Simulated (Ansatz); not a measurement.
Input and output of a self-consistent single point for TiBr₂ (P1, 3 atoms in the cell) (Ansatz, an electronic-structure program).

Level of theory: PBE, norm-conserving files (source: ansatz) (plane waves; Ansatz).

```yaml
crystal:
  lattice:
    - [2.01047, 1.16074, 6.09518]
    - [-2.01047, 1.16074, 6.09518]
    - [0.00000, -2.32149, 6.09518]
  atoms:
    - { symbol: Ti, position: [0.98391, 0.00212, 0.01328] }
    - { symbol: Br, position: [0.26004, 0.25224, 0.24714] }
    - { symbol: Br, position: [0.75606, 0.74565, 0.73958] }
```

Reference input (self-consistent single point, DFT, PBE, plane waves, default PAW files): basis.ecutwfc = 420 eV; kpoints.mp_grid.grid = 7 7 7; hamiltonian.xc = pbe; hamiltonian.pseudopotentials = {kind: paw} (the program's default PAW files); scf.occupations.method = cold; scf.occupations.width = 0.272 eV. This run's input differs from it in these lines:

Ansatz 0.2 input:
```diff
@@ -10,4 +10,2 @@
     - { symbol: Br, position: [0.75605500, 0.74564600, 0.73958400] }
-basis:
-  ecutwfc: 420.0
 kpoints:
@@ -16,3 +14,3 @@
   xc: pbe
-  pseudopotentials: { kind: paw }
+  pseudopotentials: { kind: nc, source: ansatz }
 scf:
```

Output (repeated stretches shortened):

```
SCF iter   1: F=—  HF=-2691.660111 eV  |F-HF|=—  |Δ(HF+E_count)|=         —  Δρ=1.80e-1  dr2=5.59e1  ethr=3.10e-3  ⟨swp⟩=6.6  Hψ=16261  notcnv=0
all-band conjugate gradients solve this SCF's bands
preconditioner: auto → LDOS
SCF iter   2: F=—  HF=-2687.525397 eV  |F-HF|=—  |Δ(HF+E_count)|=    4.13e0  S|Δr|=    0.00e0  Δρ=9.09e-2  dr2=7.08e0  ethr=3.10e-3  ⟨swp⟩=3.7  Hψ=6737  notcnv=0
   [... lines left out ...]
SCF iter   9: F=—  HF=-2686.716112 eV  |F-HF|=—  |Δ(HF+E_count)|=   1.36e-5  S|Δr|=    0.00e0  Δρ=1.30e-4  dr2=1.83e-5  ethr=4.82e-7  ⟨swp⟩=2.1  Hψ=3644  notcnv=0
SCF iter  10: F=—  HF=-2686.716091 eV  |F-HF|=—  |Δ(HF+E_count)|=   2.10e-5  S|Δr|=    0.00e0  Δρ=2.26e-5  dr2=6.13e-7  ethr=7.05e-8  ⟨swp⟩=2.8  Hψ=5146  notcnv=0
SCF iter  11: F=-2686.716091 eV  HF=-2686.716091 eV  |F-HF|=3.50e-9  |Δ(HF+E_count)|=   1.02e-7  S|Δr|=    0.00e0  Δρ=4.73e-6  dr2=6.52e-9  ethr=3.85e-10  ⟨swp⟩=9.7  Hψ=18479  notcnv=0
SCF 1 converged in 11 iterations: F = -2686.716091 eV  dr2 = 6.52e-9
Stability not checked (fill_not_monotonic)
Free energy (F): -2686.716091 eV
Internal energy: -2686.672851 eV  (E = F + TS)
E sigma→0 (E₀):  -2686.701678 eV
Entropy (-TS):   -0.043240 eV (-14.413 meV/atom)
Fermi energy:    6.581768 eV
--- Forces (eV/Å), atoms counted from 1 ---
  atom   1  Ti     0.21413353     0.27905584     0.03615713
  atom   2  Br    -0.12165524    -0.12973625     0.17834802
  atom   3  Br    -0.09247618    -0.14931583    -0.21452719
--- Stress (GPa, compression-positive) ---
       -6.458865       0.071235       0.079987
        0.071235      -6.425745      -0.052834
        0.079987      -0.052834       0.272174
  P = ⅓ Tr σ = -4.2041 GPa (-42.041 kbar)
  The stress holds the Pulay correction. Without it, at fixed plane waves, as pw.x and ABINIT print it: P = -4.2083 GPa
```

The run converged in 11 iterations. Against the reference run the pressure moves little (-4.18 to -4.20 GPa) and the largest force stays at 0.354 eV/Å. The full log also holds: “WARN basis.ecutwfc = 1155 eV, the default”.

The starting cell was generated: these elements placed on a structure prototype, without a prior relaxation; it need not be a known phase or ordering of this composition. Its atoms were displaced at random from the sites of space group no. 166. Spin polarisation is off, so a magnetic state, if there is one, cannot be reached. With a pressure of about -4 GPa the cell is away from its equilibrium volume at this level. Ansatz's pressure includes its estimate of the finite-basis (Pulay) stress.

Cost on one core of a shared machine: roughly 80 s.
